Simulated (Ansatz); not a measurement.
Ansatz (a quantum-chemistry and plane-wave program) run on TiGe2 (C2, 6 atoms in the cell): self-consistent single point.

Method: LDA (PW92), default PAW files made with PBE (plane waves; Ansatz).

```
TiGe2
1.0
    0.00000     4.32191     4.39274
    2.51979     0.00000     4.39274
    2.51979     4.32191     0.00000
Ti Ge
2 4
Direct
  0.75569   0.75569   0.74431
  0.50000   0.50000   0.50000
  0.08263   0.41737   0.08263
  0.41737   0.08263   0.41737
  0.16737   0.83263   0.16737
  0.83263   0.16737   0.83263
```

Reference input (self-consistent single point, DFT, LDA (PW92), plane waves, default PAW files made with PBE): basis.ecutwfc = 30.9 Ry; kpoints.mp_grid.grid = 5 5 5; hamiltonian.xc = lda; hamiltonian.pseudopotentials = {kind: paw} (the program's default PAW files); scf.occupations.method = gaussian; scf.occupations.width = 0.0073 Ry. This run's input differs from it in these lines:

Ansatz 0.2 input:
```diff
@@ -16,3 +16,3 @@
 kpoints:
-  mp_grid: { grid: [5, 5, 5] }
+  mp_grid: { grid: [8, 8, 8] }
 hamiltonian:
@@ -21,3 +21,3 @@
 scf:
-  occupations: { method: gaussian, width: 0.0073 Ry }
+  occupations: { method: fermi_dirac, width: 0.0015 Ry }
 output:
```

Log, with long lists cut:

```
SCF iter   1: F=—  HF=-21766.554126 eV  |F-HF|=—  |Δ(HF+E_count)|=         —  Δρ=5.65e-3  dr2=1.26e-2  ethr=1.77e-3  ⟨swp⟩=6.1  Hψ=28796  notcnv=0  defer=2
all-band conjugate gradients solve this SCF's bands
preconditioner: auto → Kerker (q_TF=auto, 2.648 Å⁻¹)
SCF iter   2: F=—  HF=-21766.550734 eV  |F-HF|=—  |Δ(HF+E_count)|=   3.39e-3  Δρ=3.06e-3  dr2=5.25e-3  ethr=1.58e-5  ⟨swp⟩=2.0  Hψ=14130  notcnv=0  defer=270
   [... lines left out ...]
SCF iter   4: F=—  HF=-21766.549647 eV  |F-HF|=—  |Δ(HF+E_count)|=   3.07e-4  Δρ=2.16e-4  dr2=5.09e-5  ethr=1.22e-6  ⟨swp⟩=2.0  Hψ=11670  notcnv=0  defer=270
SCF iter   5: F=—  HF=-21766.549634 eV  |F-HF|=—  |Δ(HF+E_count)|=   1.29e-5  Δρ=5.26e-5  dr2=2.44e-6  ethr=6.36e-8  ⟨swp⟩=2.0  Hψ=11734  notcnv=0  defer=270
SCF iter   6: F=—  HF=-21766.549634 eV  |F-HF|=—  |Δ(HF+E_count)|=   6.91e-8  Δρ=1.39e-5  dr2=2.06e-7  ethr=3.05e-9  ⟨swp⟩=2.0  Hψ=11734  notcnv=0  defer=270
SCF iter   7: F=-21766.549634 eV  HF=-21766.549634 eV  |F-HF|=6.53e-9  |Δ(HF+E_count)|=   4.78e-8  Δρ=2.44e-6  dr2=9.34e-9  ethr=1.25e-10  ⟨swp⟩=7.7  Hψ=24567  notcnv=0
SCF 1 converged in 7 iterations: F = -21766.549634 eV  dr2 = 9.34e-9
Free energy (F): -21766.549634 eV
Internal energy: -21766.546826 eV  (E = F + TS)
E sigma→0 (E₀):  -21766.548230 eV
Entropy (-TS):   -0.002808 eV (-0.468 meV/atom)
Fermi energy:    13.469070 eV
--- Forces (eV/Å), atoms counted from 1 ---
  atom   1  Ti    -0.00000000     0.00000000    -0.50999071
  atom   2  Ti     0.00000000     0.00000000     0.05216430
  atom   3  Ge    -0.00733423    -0.08162305     0.01583660
  atom   4  Ge     0.00733423     0.08162305     0.01583660
  atom   5  Ge    -0.12119441     0.07514893     0.21307616
  atom   6  Ge     0.12119441    -0.07514893     0.21307616
--- Stress (GPa, compression-positive) ---
       -6.680066       0.407429      -0.000000
        0.407429      -6.370346       0.000000
       -0.000000       0.000000      -6.579492
  P = ⅓ Tr σ = -6.5433 GPa (-65.433 kbar)
  The stress holds the Pulay correction. Without it, at fixed plane waves, as pw.x and ABINIT print it: P = -6.5864 GPa
```

The run converged in 7 iterations. Against the reference run the free energy falls by 9.6 meV/atom, the pressure goes from -6.44 to -6.54 GPa and the largest force goes from 0.488 to 0.510 eV/Å.

The starting cell comes from a database of computed structures (which also holds hypothetical and non-ambient phases and stackings), without a prior relaxation at this level. Its lattice was rescaled by up to half a per cent. One atom was moved a little off its site on purpose. Spin polarisation is off. With a pressure of about -7 GPa the cell is away from its equilibrium volume at this level. Ansatz's pressure includes its estimate of the finite-basis (Pulay) stress.

Cost on one core of a shared machine: roughly 60 s.
